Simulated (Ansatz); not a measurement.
**Quick settings and what they miss: TaCo₃ (P6_3/mmc, 8 atoms in the cell)**

Self-consistent single point.

```
CELL_PARAMETERS angstrom
      5.02804     0.00000     0.00000
     -2.51402     4.35441     0.00000
      0.00000     0.00000     4.04261
ATOMIC_POSITIONS crystal
  Ta 0.66667 0.33333 0.75000
  Ta 0.33333 0.66667 0.25000
  Co 0.15776 0.31551 0.75000
  Co 0.84225 0.68449 0.25000
  Co 0.84225 0.15776 0.25000
  Co 0.15776 0.84225 0.75000
  Co 0.68449 0.84225 0.75000
  Co 0.31551 0.15776 0.25000
```

Method: PBEsol, harder PAW files (source: ansatz) made with PBE (plane waves; Ansatz, a program for electronic structure).

Base settings: basis.ecutwfc = 66.1 Ry; kpoints.mp_grid.grid = 5 5 6; hamiltonian.xc = pbesol; hamiltonian.pseudopotentials = {kind: paw, source: ansatz}; scf.occupations.method = methfessel_paxton; scf.occupations.width = 0.0073 Ry.

Tight run (finer mesh or higher cutoff; not a proven limit): basis.ecutwfc: 66.1 Ry → 92.6 Ry; kpoints.mp_grid.grid: 5 5 6 → 7 7 9; scf.convergence.dr2_threshold: default (1e-07 eV) → 1e-09 eV. It gave Fermi level (on the code's own zero) 23.55 eV; pressure 13.04 GPa; largest force (vector length) 0.106 eV/Å.

Quick runs, as changes from the base:
- A: the base itself
- B: kpoints.mp_grid.grid: 5 5 6 → 4 4 4
- C: basis.ecutwfc: 66.1 Ry → 39.7 Ry; kpoints.mp_grid.grid: 5 5 6 → 3 3 3
- D: basis.ecutwfc: 66.1 Ry → 52.9 Ry; kpoints.mp_grid.grid: 5 5 6 → 6 6 6; hamiltonian.xc: pbesol → lda; scf.occupations.width: 0.0073 Ry → 0.0367 Ry; scf.convergence.dr2_threshold: default (1e-07 eV) → 0.001 eV [LDA (PW92)]

Energies are extrapolated to zero smearing width, which holds to low order in the width alone.

Dashes: time of B, C, under 30 s; energy of D, another energy zero.

† marks runs with another functional, U, potentials or spin treatment: their distance from the tight run is not a convergence error alone.

The count of work is k-points × plane waves × bands × iterations; it is no time. Core times come from one kind of shared machine and are given to one figure; runs under 30 s give none.

Pressures in the table are Ansatz's without its Pulay estimate, at a fixed set of plane waves; the tight run's value above holds the estimate.

The starting cell comes from a database of computed structures (which also holds hypothetical and non-ambient phases and stackings), without a prior relaxation at this level. Its lattice was rescaled by a random factor within 2.5 % of one. Spin polarisation is off. In the base run, with a pressure of about 13 GPa the cell is away from its equilibrium volume at this level. The cutoff lies below the one recommended for these files.

| run | energy less tight (meV/atom) | pressure less tight (GPa) | largest miss in a force vector (eV/Å) | count of work / tight | core time / tight (rough) |
|---|---|---|---|---|---|
| A | -2.5 | -0.05 | 0.066 | 0.27 | 0.3 |
| B | 7.3 | 0.10 | 0.053 | 0.16 | – |
| C | 455.3 | -47.24 | 0.150 | 0.035 | – |
| D† | – | -10.81 | 0.048 | 0.14 | 0.2 |

Among the runs at the tight run's level, the energy misses run from 2.5 to 455.3 meV/atom.

Left out of this page: 1 run of the series with a known weakness of the program; 1 run of the series outside the window shown, repeating another row's setting, or not comparable.

Keys are those of Ansatz 0.2.
